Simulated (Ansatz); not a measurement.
The parent structure is SiC in the wurtzite structure (space group P6_3mc, No. 186; a = 3.076 Å, c = 5.048 Å).

One thing is altered: cell and atoms relaxed at a pressure of 5 GPa.

Levels (all Ansatz, an electronic-structure program, PAW): PBEsol (420 eV, no SOC); r2SCAN (500 eV, no spin-orbit coupling); HSE06 (420 eV, without spin-orbit coupling).

One geometry, relaxed with PBEsol, under each level:

```json
[
 {"level": "PBEsol", "band gap": "2.09 eV", "lowest conduction level above the VBM at special points": "K 2.09 eV; M 2.69 eV; L 3.22 eV; Γ 4.91 eV", "electron mass": "0.26 mₑ along c, 0.42 mₑ across (at K)", "pressure": "5.00 GPa"},
 {"level": "r2SCAN", "band gap": "2.62 eV", "lowest conduction level above the VBM at special points": "K 2.62 eV; M 3.26 eV; L 3.77 eV; Γ 5.55 eV", "electron mass": "0.26 mₑ along c, 0.42 mₑ across (at K)", "pressure": "5.05 GPa"},
 {"level": "HSE06", "band gap": "…", "lowest conduction level above the VBM at special points": "…", "electron mass": "–", "pressure": "–"}
]
```

Problem. Give the withheld HSE06 results.

Solution. 
- HSE06, band gap: 3.13 eV
- HSE06, lowest conduction level above the VBM at special points: K 3.13 eV; M 3.78 eV; L 4.33 eV; Γ 6.15 eV

Single points use the geometry relaxed with PBEsol. Their cutoffs differ, which shifts pressures a little. The hybrid gap comes from the SCF mesh plus the semilocal run's edge points and a few special points and is an upper bound. Load acts through the strain it causes; cell and atoms are relaxed under it. Masses are band curvatures over ±0.01 Å⁻¹ around the edge. Whether these cells are dynamically stable was not tested. Competing high-pressure phases were not computed.
